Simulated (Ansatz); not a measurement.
**How the lattice parameter a of GaSb (model structure, from the CsCl type, Pm-3m, No. 221) moves with the method**

No measured value is used here.

| level (code) | value (Å) |
|---|---|
| LDA (Ansatz) | 3.515 |
| PBE (Ansatz) | 3.615 |
| PBEsol (Ansatz) | 3.543 |
| PBE-D3(BJ) (Ansatz) | 3.549 |
| r²SCAN (Ansatz) | 3.584 |
| r²SCAN+rVV10 (Ansatz) | 3.562 |

Cutoffs differ between the levels. Ansatz's density-functional and Hartree–Fock values are scalar-relativistic unless marked +SOC, with PAW data made under PBE.

A model structure was made by putting elements into a prototype or built by hand; it is no filed structure, need not be a known phase, and can be a saddle point held by its symmetry.

Ansatz is a program for electronic structure.
